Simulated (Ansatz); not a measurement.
MgO (model structure, started from the MnP type, P6₃/mmc, No. 194, 8 atoms in the cell) was calculated with PBEsol (PAW; Ansatz, an electronic-structure program).

Numerical settings: plane-wave cutoff 500 eV, 10×14×8 k mesh (along the axes of the cell as run), Fermi–Dirac smearing 0.05 eV, scalar-relativistic PAW data made under PBE.

Cell (relaxed at this level):

```cif
data_Mg2O2
_chemical_formula_sum 'Mg2 O2'
_space_group_name_H-M_alt 'P63/mmc'
_space_group_IT_number 194
_space_group_name_Hall '-P 6c 2c'
_cell_length_a 2.92924
_cell_length_b 2.92924
_cell_length_c 5.11317
_cell_angle_alpha 90.000
_cell_angle_beta 90.000
_cell_angle_gamma 120.000
loop_
_atom_site_label
_atom_site_type_symbol
_atom_site_symmetry_multiplicity
_atom_site_Wyckoff_symbol
_atom_site_fract_x
_atom_site_fract_y
_atom_site_fract_z
_atom_site_occupancy
Mg1 Mg 2 a 0.00000 0.00000 0.00000 1
O1 O 2 c 0.33333 0.66667 0.25000 1
```
(The calculation used a cell of 8 atoms; values per cell refer to that cell.)

Problem. What does this level give for the band gap?

Solution. 
- band gap: 4.27 eV (on the SCF k mesh)

Note: the relaxation could raise the start's symmetry but not lower it, so the cell can be a saddle point.

The computed numbers hold no vibrational or temperature effects.

Cost on a shared machine: roughly 7 core-minutes.

A model structure was made by putting elements into a prototype or built by hand; it is no filed structure, need not be a known phase, and can be a saddle point held by its symmetry.
